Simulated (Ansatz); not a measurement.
The structure below was relaxed with Ansatz (a quantum-chemistry and plane-wave program), r2SCAN, PAW, cutoff 500 eV, scalar-relativistic without spin-orbit coupling, at pressure 18 GPa.

Space group Fm-3m (No. 225); a = 4.608 Å, b = 4.608 Å, c = 4.608 Å, α = 90.00°, β = 90.00°, γ = 90.00°

```tsv
atom	site	symmetry	x	y	z
O	4a	m-3m	0.0000	0.0000	0.0000
Ca	4b	m-3m	0.5000	0.5000	0.5000
```

Q: Write out a cell with all atoms.

A: 
```cif
data_Ca4O4
_chemical_formula_sum 'O4 Ca4'
_space_group_name_H-M_alt 'P 1'
_space_group_IT_number 1
_cell_length_a 4.60850
_cell_length_b 4.60850
_cell_length_c 4.60850
_cell_angle_alpha 90.000
_cell_angle_beta 90.000
_cell_angle_gamma 90.000
loop_
_space_group_symop_operation_xyz
  'x, y, z'
loop_
_atom_site_label
_atom_site_type_symbol
_atom_site_fract_x
_atom_site_fract_y
_atom_site_fract_z
_atom_site_occupancy
O1 O 0.00000 0.00000 0.00000 1
Ca1 Ca 0.50000 0.00000 0.00000 1
O2 O 0.00000 0.50000 0.50000 1
Ca2 Ca 0.50000 0.50000 0.50000 1
O3 O 0.50000 0.00000 0.50000 1
Ca3 Ca 0.00000 0.00000 0.50000 1
O4 O 0.50000 0.50000 0.00000 1
Ca4 Ca 0.00000 0.50000 0.00000 1
```
This is the conventional cell.

Load acts through the strain it causes; cell and atoms are relaxed under it. Whether these cells are dynamically stable was not tested. Competing high-pressure phases were not computed. The cell was made from CaO in the rock salt structure (space group Fm-3m, No. 225) by this change: pressure 18 GPa.
